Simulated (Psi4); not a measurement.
Psi4 1.11, M06-2X/def2-svp: In(Et)3 (C[CH2][In]([CH2]C)[CH2]C), 22 atoms. The geometry is a generated start, not checked to be a minimum at this level.

```
Item                                                      Result
-------------------------------  -------------------------------
task                                                    gradient
method                                                    m06-2x
basis                                                   def2-svp
memory                                                      7 GB
scf_type                                            df (default)
guess                             auto, which took SAD (default)
diis_max_vecs                                       10 (default)
scf_initial_accelerator                          adiis (default)
e_convergence                                    1e-08 (default)
d_convergence                                    1e-08 (default)
effective core potentials        those of the basis set, past Kr
basis functions (reference run)                              185
grid points (reference run)                              3952715
```

```xyz
22

In     0.1772    -0.3173     0.1333
C      2.3318     0.0184    -0.5646
C      2.4900     1.3406    -1.3041
H      2.6168    -0.8210    -1.2056
H      2.9830    -0.0028     0.3144
H      2.1764     2.1741    -0.6728
H      1.8826     1.3515    -2.2106
H      3.5309     1.5094    -1.5923
C     -0.6299    -2.4540     0.2983
C     -1.2730    -2.6954     1.6594
H      0.2027    -3.1454     0.1383
H     -1.3610    -2.6229    -0.4975
H     -2.0962    -1.9980     1.8264
H     -0.5450    -2.5594     2.4616
H     -1.6714    -3.7101     1.7320
C     -1.1715     1.4673     0.6164
C     -1.6569     2.1625    -0.6504
H     -0.6173     2.1726     1.2420
H     -2.0251     1.1074     1.1976
H     -2.2354     1.4761    -1.2713
H     -0.8148     2.5284    -1.2399
H     -2.2941     3.0181    -0.4108
```
Charge 0, spin multiplicity 1.

The reference run has dft_radial_points = 200, dft_spherical_points = 974, dft_pruning_scheme = none (default); it is not itself proven converged. One run each, on a shared machine, so no times are given.

Settings tried, all else as in the reference:
- dft_radial_points = 75 (default), dft_spherical_points = 302 (default), dft_pruning_scheme = robust
- dft_radial_points = 99, dft_spherical_points = 590, dft_pruning_scheme = robust
- dft_radial_points = 75 (default), dft_spherical_points = 434
- dft_radial_points = 75 (default), dft_spherical_points = 302 (default), dft_pruning_scheme = treutler
- dft_radial_points = 35, dft_spherical_points = 110
- dft_radial_points = 150, dft_spherical_points = 770
- dft_radial_points = 25, dft_spherical_points = 50
- dft_radial_points = 50, dft_spherical_points = 194
- dft_radial_points = 75 (default), dft_spherical_points = 302 (default)
- dft_radial_points = 99, dft_spherical_points = 590
- dft_radial_points = 99, dft_spherical_points = 590, dft_pruning_scheme = treutler

**Question.** Which of these stay within 0.10 meV/atom in energy, 1.0 meV/Å in forces (largest component) of the reference run?

**Answer.** Within it: dft_radial_points = 99, dft_spherical_points = 590; dft_radial_points = 99, dft_spherical_points = 590, dft_pruning_scheme = robust. At the edge (between 0.75 and 1.33 times the tolerance): dft_radial_points = 150, dft_spherical_points = 770. Outside: dft_radial_points = 75 (default), dft_spherical_points = 434; dft_radial_points = 75 (default), dft_spherical_points = 302 (default); dft_radial_points = 75 (default), dft_spherical_points = 302 (default), dft_pruning_scheme = robust; dft_radial_points = 99, dft_spherical_points = 590, dft_pruning_scheme = treutler; dft_radial_points = 75 (default), dft_spherical_points = 302 (default), dft_pruning_scheme = treutler; dft_radial_points = 35, dft_spherical_points = 110; dft_radial_points = 25, dft_spherical_points = 50; dft_radial_points = 50, dft_spherical_points = 194.

```
setting                                                                                                grid points  energy against the reference  difference in forces (largest component)
-----------------------------------------------------------------------------------------------------  -----------  ----------------------------  ----------------------------------------
the reference                                                                                              3952715                             —                                         —
dft_radial_points = 99, dft_spherical_points = 590                                                         1198030               −0.049 meV/atom                                0.41 meV/Å
dft_radial_points = 99, dft_spherical_points = 590, dft_pruning_scheme = robust                             852604               −0.049 meV/atom                                0.40 meV/Å
dft_radial_points = 150, dft_spherical_points = 770                                                        2360139              −0.0015 meV/atom                                0.78 meV/Å
dft_radial_points = 75 (default), dft_spherical_points = 434                                                671811                −0.33 meV/atom                                 2.5 meV/Å
dft_radial_points = 75 (default), dft_spherical_points = 302 (default)                                      467750                −0.32 meV/atom                                 6.9 meV/Å
dft_radial_points = 75 (default), dft_spherical_points = 302 (default), dft_pruning_scheme = robust         326282                −0.32 meV/atom                                 7.8 meV/Å
dft_radial_points = 99, dft_spherical_points = 590, dft_pruning_scheme = treutler                           646468                −0.19 meV/atom                                  50 meV/Å
dft_radial_points = 75 (default), dft_spherical_points = 302 (default), dft_pruning_scheme = treutler       265298                −0.48 meV/atom                                  51 meV/Å
dft_radial_points = 35, dft_spherical_points = 110                                                           81037                 +8.9 meV/atom                                  50 meV/Å
dft_radial_points = 25, dft_spherical_points = 50                                                            26450                  −12 meV/atom                                 160 meV/Å
dft_radial_points = 50, dft_spherical_points = 194                                                          203514                  −31 meV/atom                                  25 meV/Å
```

Total energies are compared; such shifts often cancel in part in energy differences. The gradients leave out the derivatives of the grid weights. The tolerance is a choice made for this comparison.
